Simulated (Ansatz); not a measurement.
The structure below was relaxed with PBE-D3(BJ) (Ansatz, a program for electronic structure), no spin-orbit coupling, at pressure −1 GPa.

```
GeSe
1.0
   11.04577     0.00000     0.00000
    0.00000     3.88010     0.00000
    0.00000     0.00000     4.47459
Ge Se
4 4
Direct
  0.12426   0.25000   0.11696
  0.37574   0.75000   0.61696
  0.87574   0.75000   0.88304
  0.62426   0.25000   0.38304
  0.85375   0.25000   0.49855
  0.64625   0.75000   0.99855
  0.14625   0.75000   0.50145
  0.35375   0.25000   0.00145
```

Question: Find the space group and the Wyckoff positions.

Answer: Space group Pnma (No. 62); a = 11.046 Å, b = 3.880 Å, c = 4.475 Å, α = 90.00°, β = 90.00°, γ = 90.00°

```
atom  site  symmetry       x       y       z
----  ----  --------  ------  ------  ------
Ge      4c       .m.  0.1243  0.2500  0.1170
Se      4c       .m.  0.3538  0.2500  0.0014
```

Question: Describe the coordination.

Answer: The crystal has 8 atoms in its conventional cell. Conventional cell: a = 11.0458 Å, b = 3.8801 Å, c = 4.4746 Å, α = β = γ = 90.00°. Ge is coordinated by 3 Se at 2.587–2.604 Å (trigonal pyramidal). Se is surrounded by 3 Ge at 2.587–2.604 Å (trigonal pyramidal). (Neighbours: up to the widest gap in distance over summed covalent radii, below 1.35, at either atom.)

Load acts through the strain it causes; cell and atoms are relaxed under it. Whether these cells are dynamically stable was not tested. The cell was made from GeSe in the GeS type structure (space group Pnma, No. 62; layered, stacked along the Cartesian x axis) by this change: pressure −1 GPa. The program warned that a D3 coordination switch lies within reach, so dispersion energies are less smooth here.
